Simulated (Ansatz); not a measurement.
The reference is K in the bcc (W type) structure (space group Im-3m, No. 229).

```yaml
crystal:
  lattice:
    - [-2.67207, 2.67207, 2.67207]
    - [2.67207, -2.67207, 2.67207]
    - [2.67207, 2.67207, -2.67207]
  atoms:
    - { symbol: K, position: [0.00000, 0.00000, 0.00000] }
```

Cartesian axes are those of the cell as printed.

Level of theory: r2SCAN (Ansatz, a program for electronic structure), no spin-orbit coupling.

It is then changed as follows: a free-standing slab of 3 layers (3 atoms, 1 a layer) is cut normal to [110], with 15 Å of vacuum and the in-plane cell held at bulk.

Problem. What does the calculation give for the excess energy per area of both faces and change of the spacing d12 from its bulk value of 3.779 Å after the change?

Solution. The excess energy per area of both faces (slab less bulk energy over the cell's area: twice a surface energy) amounts to 0.23 J/m²; the change of the spacing d12 from its bulk value of 3.779 Å is -1.4 %.

The excess energy carries the mismatch between the slab's and the bulk's meshes. Stability against distortions was not tested.
